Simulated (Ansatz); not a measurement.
Abridged Ansatz (a program for electronic structure) output:

```
Relaxation: its limit of steps is 60 (relax.max_steps)
Pseudopotential: Si, paw, valence charge 4
Crystal: 2 atoms, lattice volume = 35.094 Å³
Basis set: ecut = 500 eV, 893 PW (Γ), exchange–correlation on 108×108×108 points (64 copies of the dense FFT grid, shifted against one another)
Bands: 8, of which v1, the nominal top of the filled ones, is band 4 counted from 1 (3 counted from 0)
Symmetry: 48 space group operations
k-points: 47 of 1000
Functional: x = r2scan, c = r2scan; τ floored in thin density (d = 2e-4 eV/Å³)
SCF iter   1: F=—  HF=-1277.846402 eV  |F-HF|=—  |Δ(HF+E_count)|=         —  Δρ=4.12e-3  dr2=3.64e-3  dr2_τ=1.99e-2  ethr=1.77e-3  ⟨swp⟩=6.0  Hψ=3440  notcnv=0
SCF iter   2: F=—  HF=-1277.870633 eV  |F-HF|=—  |Δ(HF+E_count)|=   2.42e-2  Δρ=2.48e-3  dr2=1.33e-3  dr2_τ=9.46e-6  ethr=4.55e-5  ⟨swp⟩=2.0  Hψ=1128  notcnv=0
SCF 1 converged in 6 iterations: F = -1277.870732 eV  dr2 = 4.80e-9
relax step   1: F+E_penalty+E_count = -1277.87073237 eV  Δ(F+E_penalty+E_count) = +0.000e0 eV  max|allowed force component| = 2.891e-18 eV/Å  Δτ_max = 0.0000 Å  P = +18.007 GPa  Ω = 35.094 Å³  (6 SCF iters, dr2 threshold 1.00e-7 eV, accepted)
[... steps on the carried basis left out ...]
relax step   5: F+E_penalty+E_count = -1277.54509858 eV  Δ(F+E_penalty+E_count) = +1.492e-4 eV  max|allowed force component| = 7.235e-17 eV/Å  Δτ_max = 0.0000 Å  P = +30.004 GPa  Ω = 32.894 Å³  stress off target by 4.17e-3 GPa  SCF on the basis re-selected at this cell (its energy is not comparable with the rows above)  (4 SCF iters)
SCF converged after 4 iterations
Free energy (F): -1277.545099 eV
Internal energy: -1277.544970 eV  (E = F + TS)
E sigma→0 (E₀):  -1277.545034 eV
Entropy (-TS):   -0.000129 eV (-0.064 meV/atom)
Fermi energy:    8.600006 eV
--- Forces (eV/Å), atoms counted from 1 ---
  atom   1  Si     0.00000000    -0.00000000    -0.00000000
  atom   2  Si    -0.00000000    -0.00000000     0.00000000
--- Stress (GPa, compression-positive) ---
       30.004172      -0.000000      -0.000000
       -0.000000      30.004172      -0.000000
       -0.000000      -0.000000      30.004172
  P = ⅓ Tr σ = 30.0042 GPa (300.042 kbar)
--- Relaxed structure (4 steps of the walk, 4 accepted, 1 SCFs on fresh bases) ---
  cell:  # Å, volume = 32.8942 Å³
    - [-9.362746110445645e-34, 2.5430975767732193, 2.5430975767732193]
    - [2.5430975767732193, -5.370044431543867e-34, 2.5430975767732193]
    - [2.5430975767732193, 2.5430975767732193, -8.610382583713407e-34]
  atoms:
    - { symbol: Si, position: [1.698475645851713e-35, -3.7829684839424513e-35, -8.492378229258565e-36] }
    - { symbol: Si, position: [0.24999999999999997, 0.24999999999999997, 0.24999999999999997] }
```

Q: What was computed, and what are the main results?

A: Si, 2 atoms in the cell, with Kohn–Sham DFT with the r2SCAN functional, run in Ansatz with PAW and 500 eV plane waves, no SOC, from a series relaxed to a target (pressure 30 GPa). The last SCF converged to F = -1277.545099 eV, or -638.7725 eV per atom, at a pressure of 30.00 GPa. The total energy compares only with runs of the same code, potentials and settings.

Load acts through the strain it causes; cell and atoms are relaxed under it. Stability against distortions was not tested. Measured, Si leaves this structure (for the β-tin structure) near 12 GPa (room temperature; as listed in arXiv:1906.07825). The cell was made from Si in the diamond structure (space group Fd-3m, No. 227) by this change: pressure 30 GPa.

Keys are those of Ansatz 0.2.
